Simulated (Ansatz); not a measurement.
The reference is HgTe in the zinc blende structure (space group F-43m, No. 216; a = 6.510 Å).

Computed with Ansatz (an electronic-structure program) PBEsol, no spin-orbit coupling.

For the base:

- Pressure = 0.0 GPa
- Band gap = zero

Modification: every lattice vector is shortened by 2.00 %, atoms relaxed at fixed cell.

Estimate the effect on the energy relative to the base, pressure and band gap.

The energy goes up by 18 meV/atom; the pressure goes from zero to 3.0 GPa; the band gap is still zero.

With Hg and Te present, leaving out spin-orbit coupling can change the band edges. The cells carry an imposed strain or load. Stability against distortions was not tested. The final runs are not spin-polarised. The zero or small gap of HgTe can change with the level of theory.
